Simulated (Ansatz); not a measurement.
Consider RbInCl3 (space group Fm-3m, No. 225; a = 10.830 Å; a cell from a computed database, its experimental status unchecked).

All numbers come from plane-wave PAW DFT at the PBEsol level (Ansatz, a quantum-chemistry and plane-wave program, 420 eV), scalar-relativistic without spin-orbit coupling.

One change was made to it. Results:

The band gap drops by 0.20 eV to 0.91 eV; the lattice parameter a falls by 11.0 pm (1083.0 pm → 1072.0 pm).

Which change produced these results?
A. pressure 5 GPa
B. pressure 0.7 GPa
C. pressure 10 GPa
D. pressure 3 GPa
E. pressure −1 GPa

B, pressure 0.7 GPa. For comparison, the band gap in the other runs: pressure 3 GPa gives 0.44 eV; pressure 5 GPa gives 0.13 eV; pressure −1 GPa gives 1.43 eV; pressure 10 GPa gives zero.

The mesh was chosen for an insulator and is coarse for the gapless case. Load acts through the strain it causes; cell and atoms are relaxed under it. Stability against distortions was not tested. Competing high-pressure phases were not computed. The final runs are not spin-polarised. The zero or small gap of RbInCl3 under pressure 5 GPa and RbInCl3 under pressure 10 GPa can change with the level of theory.
